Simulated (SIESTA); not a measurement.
Worked example: self-consistent single point of Sb (R-3m, 2 atoms in the cell) in SIESTA.

Level of theory: GGA PBE, numerical atomic orbitals TZP, PseudoDojo PBE standard norm-conserving potentials (rewritten from UPF to PSML) (SIESTA).

The change in words: lattice scaled by 0.98. Reference geometry:
```
Sb
1.0
    3.89204    -2.11944     0.00000
    3.89204     2.11944     0.00000
    2.73789     0.00000     3.48483
Sb
2
Cartesian
  2.45688   0.00000   0.81371
  8.06510   0.00000   2.67112
```

Reference input (self-consistent single point, DFT, GGA PBE, numerical atomic orbitals TZP, PseudoDojo PBE standard norm-conserving potentials (rewritten from UPF to PSML)): XC.functional = GGA; XC.authors = PBE; potentials = PseudoDojo PBE standard; PAO.BasisSize = TZP; PAO.EnergyShift = 0.01 Ry; MeshCutoff = 400 Ry; kgrid.MonkhorstPack = 8 8 8; OccupationFunction = FD; ElectronicTemperature = 0.1 eV; MaxSCFIterations = 150; SCF.Mixer.Method = Broyden; SCF.Mixer.Weight = 0.2. This run's input differs from it in these lines:

```diff
@@ -11,5 +11,5 @@
 %block LatticeVectors
-     3.892045000   -2.119442000    0.000000000
-     3.892045000    2.119442000    0.000000000
-     2.737887000    0.000000000    3.484828000
+     3.814204000   -2.077053000    0.000000000
+     3.814204000    2.077053000    0.000000000
+     2.683129000    0.000000000    3.415131000
 %endblock LatticeVectors
```

The program printed (abridged):

```
        iscf     Eharris(eV)        E_KS(eV)     FreeEng(eV)     dDmax    Ef(eV) dHmax(eV)
   scf:    1    -4945.775431    -4946.397157    -4946.409964  1.193513 -2.543913  2.602611
   scf:    2    -4946.579080    -4946.490707    -4946.502957  0.020015 -2.602430  1.880059
   scf:    3    -4946.649320    -4946.583370    -4946.594532  0.043106 -2.749543  0.129863
   scf:    4    -4946.585502    -4946.584544    -4946.595798  0.003283 -2.751097  0.024723
   scf:    5    -4946.584665    -4946.584639    -4946.595967  0.001078 -2.747619  0.006478
   scf:    6    -4946.584639    -4946.584639    -4946.595971  0.000304 -2.746114  0.004814
   scf:    7    -4946.584638    -4946.584639    -4946.595973  0.000285 -2.745055  0.001568
   scf:    8    -4946.584638    -4946.584638    -4946.595973  0.000090 -2.744750  0.000352
SCF Convergence by DM+H criterion
max |DM_out - DM_in|         :     0.0000901543
max |H_out - H_in|      (eV) :     0.0003522511
SCF cycle converged after 8 iterations

Using DM_out to compute the final energy and forces

siesta: E_KS(eV) =            -4946.5846

siesta: E_KS - E_eggbox =     -4946.5846

siesta: Atomic forces (eV/Ang):
     1    1.098423   -0.000000    0.363793
     2   -1.098423    0.000000   -0.363793
   Tot    0.000000   -0.000000    0.000000
   Max    1.098423
   Res    0.668052    sqrt( Sum f_i^2 / 3N )
   Max    1.098423    constrained

Stress tensor Voigt[x,y,z,yz,xz,xy] (kbar):     -109.10     -137.52     -134.41        0.00        9.42       -0.00
(Free)E + p*V (eV/cell)    -4942.3064
Target enthalpy (eV/cell)    -4946.5960

siesta: Program's energy decomposition (eV):
siesta: FreeEng =     -4946.595973

   [... lines left out ...]
siesta:    -0.068093   -0.000000    0.005876
siesta:    -0.000000   -0.085836    0.000000
siesta:     0.005876    0.000000   -0.083890

siesta: Cell volume =         54.111411 Ang**3

siesta: Pressure (static):
siesta:                Solid            Molecule  Units
siesta:           0.00086339          0.00131285  Ry/Bohr**3
siesta:           0.07927271          0.12054058  eV/Ang**3
siesta:         127.00888630        193.12730280  kBar
```

The run converged in 8 iterations. Against the reference run the free energy rises by 101 meV/atom, the pressure goes from 6.79 to 12.70 GPa and the largest force goes from 0.741 to 1.157 eV/Å.

The starting cell has typed, rounded lattice constants, without a prior relaxation at this level. Its lattice was rescaled by a random factor within 2.5 % of one. For this run, on top of that: lattice scaled by 0.98. Values carry the incompleteness of an atom-centred basis. With a pressure of about 13 GPa the cell is away from its equilibrium volume at this level. Forces in this geometry exceed 1 eV/Å.
